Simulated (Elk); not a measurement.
A self-consistent single point of Sr3Mg (P1, 4 atoms in the cell) with Elk.

Computed with LDA (PW92), all-electron FP-LAPW, Elk's shipped species files, APW+lo basis with extra local orbitals run with Elk 10.2.4.

The change in words: lattice scaled by 0.98. Reference geometry:
```xyz
4
Lattice="4.2078 0.0000 0.0000 -2.1039 3.6441 0.0000 0.0000 0.0000 12.3734" Properties=species:S:1:pos:R:3 pbc="T T T"
Sr     2.1082     1.2375    -0.0126
Sr     0.0001     0.0280     3.4886
Sr    -0.0614    -0.0242     8.8308
Mg     2.1609     1.1881     6.2532
```

Reference input (self-consistent single point, DFT, LDA (PW92), all-electron FP-LAPW, Elk's shipped species files, APW+lo basis with extra local orbitals): xctype = 3; rgkmax = 7.5; stype = 3; swidth = 0.00499791 Ha; ngridk = 5 5 2; gmaxvr = 14 1/bohr; nxlo = 2; lorbcnd = true; lmaxi = 2. This run's input differs from it in these lines:

```diff
@@ -28,5 +28,5 @@
 avec
-    7.9516648107    0.0000000848    0.0000000000
-   -3.9758324788    6.8863436860    0.0000000000
-    0.0000000000    0.0000000000   23.3822427441
+    7.7926312382    0.0000005320    0.0000000000
+   -3.8963160798    6.7486163486    0.0000000000
+    0.0000000000    0.0000000000   22.9145978893
```

Output (repeated stretches shortened):

```
│ Self-consistent loop started │
│ Loop number : 1 │
 total energy                :     -9733.88584781
│ Loop number : 2 │
 total energy                :     -9733.80732934
RMS change in Kohn-Sham potential (target) :   0.3531024124E-01 (  0.1000000000E-05)
Absolute change in total energy (target)   :   0.7851847177E-01 (  0.1000000000E-03)
│ Loop number : 3 │
 total energy                :     -9733.78848778
RMS change in Kohn-Sham potential (target) :   0.3644213453E-01 (  0.1000000000E-05)
Absolute change in total energy (target)   :   0.3847117924E-01 (  0.1000000000E-03)
│ Loop number : 4 │
   [... lines left out ...]
Absolute change in total energy (target)   :   0.1295962538E-02 (  0.1000000000E-03)
│ Loop number : 14 │
 total energy                :     -9728.06998013
RMS change in Kohn-Sham potential (target) :   0.1169421271E-05 (  0.1000000000E-05)
Absolute change in total energy (target)   :   0.1996302835E-03 (  0.1000000000E-03)
│ Loop number : 15 │
 total energy                :     -9728.06996823
RMS change in Kohn-Sham potential (target) :   0.3973912496E-06 (  0.1000000000E-05)
Absolute change in total energy (target)   :   0.6181199024E-04 (  0.1000000000E-03)
Convergence targets achieved

│ Loop number : 16 │

Energies :
 Fermi                       :     0.126449516273
 total energy                :     -9728.06998290

Density of states at Fermi energy :    106.9458843
 (states/Hartree/unit cell)

Estimated indirect band gap :   0.7122418794E-02
 from k-point     38 to k-point     29
Estimated direct band gap   :   0.1078725115E-01
 at k-point     33

Charges :
 core                        :    86.00000000
 valence                     :    40.00000000
 interstitial                :    7.720026968
 muffin-tins (core leakage)
  species :    1 (Sr)
   atom    1                 :    35.93063278     (  0.2870633354E-04)
   atom    2                 :    35.93615050     (  0.2873087011E-04)
   atom    3                 :    35.94759794     (  0.2877360157E-04)
  species :    2 (Mg)
   atom    1                 :    10.46559181     (   0.000000000    )
 total in muffin-tins        :    118.2799730
 total calculated charge     :    126.0052649
 total charge                :    126.0000000
 error                       :   0.5264940252E-02

│ Self-consistent loop stopped │
```

The run converged in 16 iterations. The count includes the last loop, which Elk runs after its targets are met. Against the reference run the free energy falls by 15.5 meV/atom.

The starting cell comes from a database of computed structures (which also holds hypothetical and non-ambient phases and stackings), without a prior relaxation at this level. Its atoms were displaced at random from the sites of space group no. 187. For this run, on top of that: lattice scaled by 0.98. Values depend on the basis (sphere radii, cutoffs, local orbitals), which need not be converged. The log's line on a gap gives a spacing of levels on this mesh, which the program prints for metals too.

Cost on one core of a shared machine: roughly 8 min.
